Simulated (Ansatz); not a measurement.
## Response to strain in MoSi2

The reference is MoSi₂ (space group I4/mmm, No. 139; a = 3.202 Å, c = 7.819 Å). Axes: x, y, z lie along a, b, c of the conventional cell.

Strains are applied to the cell and any free atomic positions relax; under biaxial strain the out-of-plane vector relaxes too.

All numbers come from r2SCAN (Ansatz, a first-principles code), without spin-orbit coupling, earlier PAW set.

Notes on the quantities. pressure: mean of the normal stresses, compression positive; energy relative to the base: free energy F.

```json
[
 {"change": "base", "pressure": "0.0 GPa", "energy relative to the base": "0 meV/atom", "shortest interatomic distance": "2.576 Å", "space group": "I4/mmm (No. 139)"},
 {"change": "biaxial strain +0.60 %, plane normal [001], relaxed out of plane", "pressure": "-2.0 GPa", "energy relative to the base": "+1.5 meV/atom", "shortest interatomic distance": "2.569 Å", "space group": "I4/mmm (No. 139)"},
 {"change": "biaxial strain +0.99 %, plane normal [001], relaxed out of plane", "pressure": "-3.2 GPa", "energy relative to the base": "+4.0 meV/atom", "shortest interatomic distance": "2.565 Å", "space group": "I4/mmm (No. 139)"},
 {"change": "biaxial strain +1.53 %, plane normal [001], relaxed out of plane", "pressure": "-4.8 GPa", "energy relative to the base": "+9.4 meV/atom", "shortest interatomic distance": "(withheld)", "space group": "I4/mmm (No. 139)"},
 {"change": "isotropic strain −4.70 %", "pressure": "43.6 GPa", "energy relative to the base": "+0.215 eV/atom", "shortest interatomic distance": "2.483 Å", "space group": "I4/mmm (No. 139)"},
 {"change": "isotropic strain −3.12 %", "pressure": "25.8 GPa", "energy relative to the base": "+90 meV/atom", "shortest interatomic distance": "2.516 Å", "space group": "I4/mmm (No. 139)"},
 {"change": "isotropic strain −0.81 %", "pressure": "5.7 GPa", "energy relative to the base": "+5.6 meV/atom", "shortest interatomic distance": "2.561 Å", "space group": "I4/mmm (No. 139)"},
 {"change": "uniaxial strain ε_xx = −1.64 %", "pressure": "3.6 GPa", "energy relative to the base": "+4.8 meV/atom", "shortest interatomic distance": "(withheld)", "space group": "Immm (No. 71)"},
 {"change": "tensor shear ε_yz = +0.98 %", "pressure": "0.1 GPa", "energy relative to the base": "(withheld)", "shortest interatomic distance": "2.576 Å", "space group": "C2/m (No. 12)"},
 {"change": "tensor shear ε_yz = −1.29 %", "pressure": "0.1 GPa", "energy relative to the base": "+5.9 meV/atom", "shortest interatomic distance": "2.576 Å", "space group": "C2/m (No. 12)"}
]
```

Problem. Some entries are withheld; estimate them.

Solution. 
- biaxial strain +1.53 %, plane normal [001], relaxed out of plane, shortest interatomic distance: 2.559 Å
- uniaxial strain ε_xx = −1.64 %, shortest interatomic distance: 2.579 Å
- tensor shear ε_yz = +0.98 %, energy relative to the base: +3.4 meV/atom

The mesh was chosen for an insulator and is coarse for the gapless case. Without a gap, meshes like the base's 14×14×14 leave anisotropic stresses uncertain by several tenths of a GPa, and small strain energies with them. Whether these cells are dynamically stable was not tested. The final runs are not spin-polarised.
